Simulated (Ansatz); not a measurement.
```yaml
crystal:
  lattice:
    - [0.00000, 2.59098, 2.59098]
    - [2.59098, 0.00000, 2.59098]
    - [2.59098, 2.59098, 0.00000]
  atoms:
    - { symbol: S, position: [0.00000, 0.00000, 0.00000] }
    - { symbol: Mg, position: [0.50000, 0.50000, 0.50000] }
```

No spin polarisation.

A single point on MgS, its geometry relaxed with PBEsol.

Computed with Ansatz (an electronic-structure program) r2SCAN, without spin-orbit coupling. Γ-centred 11×11×11 mesh, Fermi–Dirac width 0.05 eV.

Problem. Predict the band gap, electron mass and smallest direct gap.

Solution. The band gap comes out as 3.49 eV and the electron mass is 0.53 mₑ along k, 0.30 mₑ across (at X). The smallest direct gap comes out as 4.74 eV.

Single points use the geometry relaxed with PBEsol. Effective masses come from finite differences of ±0.01 Å⁻¹. Along k means along the line from Γ to the band edge. No phonon test of stability was made. The cell is MgS in the rock salt structure (space group Fm-3m, No. 225).
